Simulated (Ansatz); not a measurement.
# La2O3, element substitutions

Start from La2O3 (space group P-3m1, No. 164).

```yaml
crystal:
  lattice:
    - [3.90646, 0.00000, 0.00000]
    - [-1.95323, 3.38309, 0.00000]
    - [0.00000, 0.00000, 6.03942]
  atoms:
    - { symbol: La, position: [0.33333, 0.66667, 0.24534] }
    - { symbol: La, position: [0.66667, 0.33333, 0.75466] }
    - { symbol: O, position: [0.00000, 0.00000, 0.00000] }
    - { symbol: O, position: [0.33333, 0.66667, 0.64608] }
    - { symbol: O, position: [0.66667, 0.33333, 0.35392] }
```

Each row replaces one element on all its sites; cell and atoms are relaxed.

The values are results of PBEsol (Ansatz, an electronic-structure program; PAW; 420 eV plane waves; no spin-orbit coupling), earlier PAW set, not measurements.

Problem. Only one of these has no band gap. Which?
A. O → N
B. O → S
C. O → Se

Solution. A, O → N. Computed: O → Se: 1.68 eV; O → S: 2.11 eV; O → N: zero

The magnetic state is the one reached from the starting moments; the real material's order can differ, and small cells can't hold many antiferromagnetic ones. No phonon test of stability was made. As relaxed here, La2Se3, La2S3 and La2N3 are hypothetical phases, not in the database extracts checked.
